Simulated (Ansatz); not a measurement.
The parent structure is InP in the zinc blende structure (space group F-43m, No. 216; a = 5.879 Å). Axes: x, y, z lie along the cube axes.

All numbers come from Ansatz (a program for electronic structure) PBEsol, without spin-orbit coupling, earlier PAW set.

Strains are applied to the cell and any free atomic positions relax; under stress the whole cell relaxes.

One change was made to it. Results:

| quantity | base | after |
|---|---|---|
| energy relative to the base (free energy F) | 0 meV/atom | +65 meV/atom |
| valence-band top at Γ (three highest levels, from the VBM) | 0.00, 0.00, 0.00 eV | 0.00, -0.69, -0.69 eV |
| shortest interatomic distance | 2.546 Å | 2.533 Å |
| band gap | 0.57 eV | 0.21 eV |

**Question.** Name the change that was made.
A. uniaxial stress, 0.5 GPa compression along x
B. uniaxial strain ε_zz = +0.46 %
C. uniaxial stress, 5 GPa compression along z

**Answer.** C, uniaxial stress, 5 GPa compression along z. For comparison, the band gap in the other runs: uniaxial strain ε_zz = +0.46 % gives 0.53 eV; uniaxial stress, 0.5 GPa compression along x gives 0.54 eV.

Gaps are read on the SCF mesh and a high-symmetry path. Stability under load was not tested beyond the relaxation. The zero or small gap of InP under uniaxial stress, 5 GPa compression along z can change with the level of theory.
